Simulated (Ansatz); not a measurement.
The starting structures come from a database of crystals and need not be the phases stable at ambient conditions.

By PBEsol, the system below comes out a metal.

Without scattering a metal conducts by its projected Fermi surface.

Data:

```
CELL_PARAMETERS angstrom
      5.71154     0.00000     0.00000
      0.00000     8.07734     0.00000
      0.00000     4.03867     4.03867
ATOMIC_POSITIONS crystal
  Na 0.50000 0.50000 0.00000
  Na 0.00000 0.00000 0.00000
  Pt 0.50000 0.25000 0.75000
  Pt 0.50000 0.75000 0.25000
  Pt 0.00000 0.50000 0.75000
  Pt 0.00000 0.50000 0.25000
  Pt 0.75000 0.00000 0.50000
  Pt 0.25000 0.00000 0.50000
  O  0.75000 0.25000 0.00000
  O  0.25000 0.75000 0.00000
  O  0.25000 0.75000 0.50000
  O  0.75000 0.25000 0.50000
  O  0.75000 0.75000 0.00000
  O  0.25000 0.25000 0.00000
  O  0.25000 0.25000 0.50000
  O  0.75000 0.75000 0.50000
```

The cell is taken as given; by PBEsol it stands under a pressure of -3.7 GPa.

The current flows along the normal of the first two printed cell vectors, the (110) plane of the conventional cell. No spin-orbit coupling; the value is a mean over 0.1 eV about the Fermi level.

Question: Compute, with Ansatz (an electronic-structure program) with PBEsol, the ballistic conductance per area.

Answer: 0.34 × 10¹⁵ S/m² for both spins.
